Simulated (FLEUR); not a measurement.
# Input and output of a self-consistent single point for Ni (Fm-3m, 1 atom in the cell) (FLEUR)

Computed with PBE, all-electron FLAPW (FLEUR), scalar-relativistic valence.

This input was run:

Input of the input generator:

```
scf Ni
&input film=f /
-0.0000000000 3.2835408710 3.2835408710
3.2835408710 -0.0000000000 3.2835408710
3.2835408710 3.2835408710 -0.0000000000
1.0
1.0 1.0 1.0

1
28 0.0000000000 0.0000000000 0.0000000000 : 2.00

&comp jspins=2 /
&kpt div1=17 div2=17 div3=17 /
&end /
```

```xml
<?xml version="1.0" encoding="UTF-8" standalone="no"?>
<fleurInput fleurInputVersion="0.39">
   <comment>
      scf Ni                                                                                              
   </comment>
   <calculationSetup>
      <cutoffs Kmax="4.0" Gmax="20.0" GmaxXC="20.0" numbands="0"/>
      <scfLoop itmax="100" minDistance="0.00001" maxIterBroyd="40" imix="Anderson" alpha="0.05" precondParam="0.0" spinf="2.0"/>
      <coreElectrons ctail="T" frcor="F" kcrel="0" coretail_lmax="0"/>
      <xcFunctional name="pbe" relativisticCorrections="F"/>
      <magnetism jspins="2"/>
      <soc l_soc="F" theta="0.0" phi="0.0" spav="F"/>
      <expertModes spex="0" secvar="F"/>
      <geometryOptimization l_f="T" forcealpha="1.0" forcemix="BFGS" epsdisp="0.00001" epsforce="0.00001"/>
      <ldaU l_linMix="F" mixParam="0.05" spinf="1.0"/>
   </calculationSetup>
   <cell>
      <bzIntegration valenceElectrons="18.0" mode="hist" fermiSmearingEnergy="0.00367493">
         <kPointListSelection listName="default-1"/>
         <!-- k-points included here -->
         <xi:include xmlns:xi="http://www.w3.org/2001/XInclude" href="kpts.xml"> </xi:include>
      </bzIntegration>
      <!-- symmetry operations included here -->
      <xi:include xmlns:xi="http://www.w3.org/2001/XInclude" href="sym.xml"> </xi:include>
      <bulkLattice scale="1.0">
         <bravaisMatrix>
            <row-1>    0.0000000000000000     3.2835408710000000     3.2835408710000000</row-1>
            <row-2>    3.2835408710000000     0.0000000000000000     3.2835408710000000</row-2>
            <row-3>    3.2835408710000000     3.2835408710000000     0.0000000000000000</row-3>
         </bravaisMatrix>
      </bulkLattice>
   </cell>
   <atomSpecies>
      <species name="Nickel (Ni2.000" element="Ni" atomicNumber="28">
         <mtSphere radius="2.15" gridPoints="711" logIncrement="0.017"/>
         <atomicCutoffs lmax="6" lnonsphr="4"/>
         <electronConfig flipSpins="F">
            <coreConfig>(1s1/2) (2s1/2) (2p1/2) (2p3/2)</coreConfig>
            <valenceConfig>(3s1/2) (3p1/2) (3p3/2) (4s1/2) (3d3/2) (3d5/2)</valenceConfig>
            <stateOccupation state="(3d3/2)" spinUp="2.0" spinDown="1.2"/>
            <stateOccupation state="(3d5/2)" spinUp="3.0" spinDown="1.8"/>
         </electronConfig>
         <energyParameters s="4" p="4" d="3" f="4"/>
         <lo type="SCLO" l="0" n="3" eDeriv="0"/>
         <lo type="SCLO" l="1" n="3" eDeriv="0"/>
         <lo type="SCLO" l="1" n="3" eDeriv="1"/>
         <lo type="SCLO" l="2" n="3" eDeriv="2"/>
         <lo type="SCLO" l="3" n="4" eDeriv="2"/>
      </species>
   </atomSpecies>
   <atomGroups>
      <atomGroup species="Nickel (Ni2.000">
         <relPos label="                   1">.0000000000 .0000000000 .0000000000</relPos>
         <force calculate="T" relaxXYZ="TTT"/>
      </atomGroup>
   </atomGroups>
   <output dos="F" band="F" slice="F">
      <checks vchk="F" cdinf="F"/>
      <bandDOS minEnergy="-.5*Htr" maxEnergy="0.5*Htr" sigma="0.015" storeEVData="T"/>
      <vacuumDOS vacdos="F" integ="F" star="F" nstars="0" locx1="0.0" locy1="0.0" locx2="0.0" locy2="0.0" nstm="0" tworkf="0.0"/>
      <unfoldingBand unfoldBand="F" supercellX="1" supercellY="1" supercellZ="1"/>
      <plotting iplot="0" polar="F">
         <plot TwoD="T" vec1="  1.0  0.0  0.0" vec2="  0.0  1.0  0.0" vec3="  0.0  0.0  1.0" zero="  0.0  0.0  0.0" file="plot"/>
      </plotting>
      <chargeDensitySlicing numkpt="0" minEigenval="0.0" maxEigenval="0.0" nnne="0" pallst="F"/>
      <specialOutput eonly="F"/>
      <magneticCircularDichroism mcd="F" energyLo="-10.0" energyUp="0.0"/>
   </output>
  <!-- We include the file relax.xml here to enable relaxations (see documentation) -->
  <xi:include xmlns:xi="http://www.w3.org/2001/XInclude" href="relax.xml"> <xi:fallback/> </xi:include>
</fleurInput>
```

Output, abridged:

```
      Welcome to FLEUR        (www.flapw.de)
      MaX-Release 8.1          (www.max-centre.eu)

 ========== k-point set info ==========
 Selected k-point list: default-1
 k-point list type: mesh
 17 x 17 x 17
 Number of k points: 165

 ------------Calculation Setup---------------------------
           1           3           5          11          15          33          55         165
 Number of basis functions:          117
 Iteration:     1   Distance:      39.25188810 me/bohr^3
 Iteration:     2   Distance:      37.74294718 me/bohr^3
 Iteration:     3   Distance:       4.14359983 me/bohr^3
 Iteration:     4   Distance:       2.93645498 me/bohr^3
 Iteration:     5   Distance:       3.51735190 me/bohr^3
 Iteration:     6   Distance:       0.96647322 me/bohr^3
   [... 7 lines left out ...]
 Iteration:    14   Distance:       0.00122514 me/bohr^3
 Iteration:    15   Distance:       0.00055776 me/bohr^3
 Iteration:    16   Distance:       0.00013586 me/bohr^3
 Iteration:    17   Distance:       0.00008737 me/bohr^3
 Iteration:    18   Distance:       0.00000385 me/bohr^3

 Run finished successfully
 Stop message:
   Structural relaxation: Done

[file out, last iteration]
             iter=     19
          p o t e n t i a l   g e n e r a t o r
[...]
          integral of pseudo charge density inside the slab=        0.000000   0.000000
     coulomb potential in the interstitial region:
          density-coulomb potential integrals
          total density-coulomb potenti    -2333.1944185628
          density-effective potential integrals for spin  1
          density-effective potential integrals for spin  2
          total density-effective poten   -2.4158422256E+03
          charge density-energy density integrals
          total charge density-energy d   -6.3619290056E+01
 Updated energy parameters for spin:           1
  Atom    1 4s branch from -3.42 to  2.08 htr. ; e_l =  0.2167
  Atom    1 4p branch from -1.95 to  2.73 htr. ; e_l =  0.3560
  Atom    1 3d branch from -9.99 to  0.43 htr. ; e_l =  0.3002
  Atom    1 4f branch from -9.99 to  4.06 htr. ; e_l =  0.6752
  Atom    1 3s branch from-35.40 to -3.42 htr. ; e_l(l -3.4247
  Atom    1 3p branch from-30.36 to -1.95 htr. ; e_l(l -1.9697
  Atom    1 3p branch from-30.36 to -1.95 htr. ; e_l(l -1.9697
  Atom    1 3d branch from -9.99 to  0.43 htr. ; e_l(l  0.2977
  Atom    1 4f branch from -9.99 to  4.06 htr. ; e_l(l  0.6752
 Updated energy parameters for spin:           2
  Atom    1 4s branch from -3.39 to  2.10 htr. ; e_l =  0.2123
  Atom    1 4p branch from -1.92 to  2.75 htr. ; e_l =  0.3497
  Atom    1 3d branch from -9.99 to  0.46 htr. ; e_l =  0.3215
  Atom    1 4f branch from -9.99 to  4.07 htr. ; e_l =  0.6677
  Atom    1 3s branch from-35.39 to -3.39 htr. ; e_l(l -3.3940
  Atom    1 3p branch from-30.35 to -1.92 htr. ; e_l(l -1.9398
  Atom    1 3p branch from-30.35 to -1.92 htr. ; e_l(l -1.9398
  Atom    1 3d branch from -9.99 to  0.46 htr. ; e_l(l  0.3191
  Atom    1 4f branch from -9.99 to  4.07 htr. ; e_l(l  0.6677
[...]
 fermi energy and band-weighting factors:
at   0.47059   0.47059   0.47059   k-weight:    0.001628
   15 eigenvalues :
   -3.424689   -1.973998   -1.966209   -1.966209    0.198069    0.293120    0.293120    0.363110
    0.363759    0.363759    0.609912    1.205788    1.309985    1.309985    1.409170
   [... 2 blocks of this kind left out ...]

[...]
FERMIE:
          first approx. to ef    (T=0)  :   0.386403 htr   (energy of the highest occ. eigenvalue)
          number of occ. states  (T=0)  :       2998
          first approx. to seigv (T=0)  : -15.578047 htr
          sum of weights of occ. states :  18.002850
          sum of semicore charge        :   0.000000 e
FERHIS:  Fermi-Energy by histogram:
          bandgap                     :   0.000052 htr
          charge neutrality (T=0)     :   0.002850    (zero if the highest occ. eigenvalue is "entirely" occupied)
     EF_NEWTON:  Adjust Fermi-Energy by Newton-Method.
               Number of iterations needed  :   4
               The error in the weight is   :  0.11102E-14
               The error in ef is           : -0.25045E-16 htr
     -->  new fermi energy            :   0.385893 htr
          valence charge              :  18.000000 e
          actual charge blw ef-8kt    :  16.372074 e
          actual charge blw ef+8kt    :  18.000000 e
          number of occ. states       :      3129
          sum of the valence weights  :   18.000000
          entropy         :   0.523357 *kb htr/K =   0.00000 htr/K
          sum of val. single particle energies:       -15.5782280835 htr
 Direct bandgap for spin            1 :    2.4734103081256342E-002  Htr
 at k-point            2  with k-vector   0.41176470588235292       0.47058823529411764       0.47058823529411764
 Direct bandgap for spin            2 :    1.5804910273162776E-003  Htr
 at k-point            8  with k-vector    5.8823529411764705E-002  0.47058823529411764       0.47058823529411764
          valence density: spin= 1
[...]
     l-like charge
     atom     s        p        d        f        total
 -->  1    1.18451  3.15740  4.36835  0.01001    8.72310
          valence density: spin= 2
[...]
     l-like charge
     atom     s        p        d        f        total
 -->  1    1.18769  3.17298  3.68712  0.01055    8.06112
          total charge for spin  1=    9.313088
          interst. charge =       0.589990
          mt charge=              8.723097
          total charge for spin  2=    8.686912
          interst. charge =       0.625794
          mt charge=              8.061118
          total charge  =   18.000000
          z= 28.     r(1)=  0.123170E-04     dx= 0.017000     m.t.index= 711
               n    l     j    energy       weight
               1.   0.   0.5 -301.0530      2.0000
               2.   0.   0.5  -35.4035      2.0000
               2.   1.   0.5  -30.7935      2.0000
               2.   1.   1.5  -30.1512      4.0000
          atom type    1  (spin 1)
          kinetic energy=  0.677169888062E+03     sum of the eigenvalues= -0.427552409149E+03
          0.00000000  electrons lost from core.
          z= 28.     r(1)=  0.123170E-04     dx= 0.017000     m.t.index= 711
               n    l     j    energy       weight
               1.   0.   0.5 -301.0531      2.0000
               2.   0.   0.5  -35.3880      2.0000
               2.   1.   0.5  -30.7822      2.0000
               2.   1.   1.5  -30.1394      4.0000
          atom type    1  (spin 2)
          kinetic energy=  0.677321510931E+03     sum of the eigenvalues= -0.427502257461E+03
          0.00000000  electrons lost from core.
          total charge for spin  1=   14.313088
          interst. charge =       0.589990
          mt charge=             13.723097
          total charge for spin  2=   13.686912
          interst. charge =       0.625794
          mt charge=             13.061118
          total charge  =   28.000000
          zc=    28.000000     qfix=    1.000000
Spin Magn. mom.  |                   Global Frame                     |                    Local Frame
Atom       m     | mx        my        mz        alpha     beta       | mx        my        mz        alpha     beta
     1  0.661979 |    ---       ---       ---       ---         ---   |    ---       ---       ---       ---          ---           smm
Orbital  moments |                   Global Frame                     |                    Local Frame
Atom      |m|    | mx        my        mz        alpha     beta       | mx        my        mz        alpha     beta
     1  0.000000 |  0.000000  0.000000  0.000000  0.000000  0.000000  |  0.000000  0.000000  0.000000  0.000000  0.000000 omm
     t o t a l  e n e r g y
          sum of eigenvalues =              -870.6328946937
          density-coulomb potential int    -2333.1944185628
          density-effective potential i    -2415.8422256064
          charge density-ex.-corr.energ      -63.6192900556
          el.-nucl. inter. diff. m.t.       1823.1453244552
          Madelung term for atom type:       -12.6791795391
 ---->    total energy=                    -1520.8316724184 htr
 ---->    (input%tkb*entropy) TS=              0.0019232993 htr
 ---->    free energy=                     -1520.8335957177 htr
      extrapolation for T->0
 ---->    total electron energy=           -1520.8326340681 htr
SPIN-1 FORCE FOR ATOM TYPE=  1  X=  0.000   Y=  0.000   Z=  0.000      FX_SP = 0.000000 FY_SP = 0.000000 FZ_SP = 0.000000
SPIN-2 FORCE FOR ATOM TYPE=  1  X=  0.000   Y=  0.000   Z=  0.000      FX_SP = 0.000000 FY_SP = 0.000000 FZ_SP = 0.000000
 ***** TOTAL FORCES ON ATOMS *****
 TOTAL FORCE FOR ATOM TYPE=  1  X=  0.000   Y=  0.000   Z=  0.000
                       FX_TOT= 0.000000 FY_TOT= 0.000000 FZ_TOT= 0.000000
 Structural relaxation: Done
```

The run converged in 18 iterations. FLEUR gives forces in its relaxation mode, with a further iteration, so its stop message speaks of a relaxation.

The starting cell comes from a database of computed structures (which also holds hypothetical and non-ambient phases and stackings), without a prior relaxation at this level. With one magnetic atom in the cell only a parallel order is possible. Values depend on the basis (sphere radii, cutoffs, local orbitals), which need not be converged. The log's line on a gap gives a spacing of levels on this mesh, which the program prints for metals too.

Cost on one core of a shared machine: roughly 80 s.
